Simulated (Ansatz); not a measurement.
```xyz
4
Lattice="4.0117 0.0000 0.0000 -2.0058 3.4742 0.0000 0.0000 0.0000 6.7494" Properties=species:S:1:pos:R:3 pbc="T T T"
Cd     2.0058     1.1581    -0.0279
Cd     0.0000     2.3161     3.3469
Se     2.0058     1.1581     4.2476
Se     0.0000     2.3161     0.8729
```

No spin polarisation.

Method: PBE in Ansatz (plane waves to 420 eV, PAW, no spin-orbit coupling). Γ-centred 9×9×5 mesh, Fermi–Dirac width 0.05 eV.

What electron mass does the calculation give?

0.082 mₑ along c, 0.090 mₑ across (at Γ).

Estimate the valence-band top at Γ (three highest levels, from the VBM).

0.00, 0.00, -0.23 eV.

What band gap does the calculation give?

0.95 eV.

Load acts through the strain it causes; cell and atoms are relaxed under it. Masses are band curvatures over ±0.01 Å⁻¹ around the edge. Whether these cells are dynamically stable was not tested. Measured, CdSe leaves this structure (for rock salt) near 2.72 GPa (temperature not stated; as listed in Datta, Sujoy, Jana, Debnarayan, arXiv (2020)), on rising pressure, with hysteresis. The cell was made from CdSe in the wurtzite structure (space group P6_3mc, No. 186) by this change: pressure 18 GPa.

Ansatz is a first-principles code.
